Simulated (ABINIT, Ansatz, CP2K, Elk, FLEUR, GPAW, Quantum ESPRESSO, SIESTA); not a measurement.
# Code comparison for AlN (F-43m, 2 atoms in the cell)

Self-consistent single point.

```yaml
crystal:
  lattice:
    - [0.00000, 2.19382, 2.19382]
    - [2.19382, 0.00000, 2.19382]
    - [2.19382, 2.19382, 0.00000]
  atoms:
    - { symbol: Al, position: [0.00000, 0.00000, 0.00000] }
    - { symbol: N, position: [0.75000, 0.75000, 0.75000] }
```

All programs got the same cell, k-point mesh and kind of occupations (in Ansatz's words: kpoints.mp_grid.grid = 9 9 9; scf.occupations.method = fermi_dirac; scf.occupations.width = 0.0037 Ry); potentials, basis and cutoffs are each program's usual ones.

```tsv
code	model	pressure (GPa)	gap on the mesh (eV)	k-points	cutoff
Ansatz	PBE, default PAW files	1.60	3.500	35	30.9 Ry
CP2K	PBE, GPW, DZVP-MOLOPT-SR-GTH basis, GTH-PBE potentials (GTH_POTENTIALS)	1.58	3.505	365	grid 400 Ry
GPAW	PBE, GPAW PAW datasets PBE (gpaw-data 1.0.1)	–	3.483	35	950 eV
Quantum ESPRESSO	PBE, PseudoDojo standard norm-conserving (PBE) pseudopotentials	1.73	3.498	35	85 Ry
FLEUR	PBE, all-electron FLAPW (FLEUR), scalar-relativistic valence	–	3.509	55	Kmax 4.5 1/bohr
SIESTA	GGA PBE, numerical atomic orbitals DZP, PseudoDojo PBE standard norm-conserving potentials (rewritten from UPF to PSML)	3.70	3.483	365	grid 350 Ry
Elk	PBE, all-electron FP-LAPW, Elk's shipped species files, default APW+lo basis	–	3.461	55	rgkmax 7
ABINIT	PBE, PAW (JTH v2.0 PBE PAW)	2.49	3.475	35	26 Ha
```

A dash marks a value that a program does not give, or that is left out as unsure.

Gaps are read on the mesh. Another mesh or the band path gives a smaller gap, so these values are not converged in the mesh.

The spread over the programs that give each value: pressure within 2.12 GPa; gap on the mesh within 0.048 eV.

The starting cell comes from a database of computed structures (which also holds hypothetical and non-ambient phases and stackings), without a prior relaxation at this level. Its lattice was rescaled by a random factor within 2.5 % of one. On Ansatz's run: Another mesh or the band path of this cell gives a smaller gap, so this value is not converged in the mesh.

Why do the programs differ, and what cannot be compared?

Differences of this kind can come from the potentials, where these differ, and from what each basis and cutoff leave unconverged. The zero of total energies and Fermi levels follows the potentials and each program's conventions, so they are not compared here. CP2K and SIESTA use small atom-centred bases, whose incompleteness enters pressures, forces and empty levels differently from a plane-wave cutoff. FLEUR and Elk treat all electrons, but the usual bases taken here (sphere radii, linearisation, local orbitals, empty states) were not tested for convergence, so the values are no reference for the others. Ansatz's pressure is given at a fixed set of plane waves, as the other plane-wave codes print theirs; with its correction for the finite basis it is 2.09 GPa (the shift of 0.49 GPa shows how far the cutoff is from converged). Ansatz's smearing width was typed in Ry to four decimals, so it matches the others to a few per cent. The pressure of GPAW is left out: its cutoff lies under the one at which its stress was checked. The programs reduce the same mesh by symmetry to different extents, which changes the work and not the result. In the pressure, SIESTA (by 1.97) lies more than 1 GPa from the median of the plane-wave programs.

Ansatz is a program for electronic structure.

Keys are those of Ansatz 0.2.
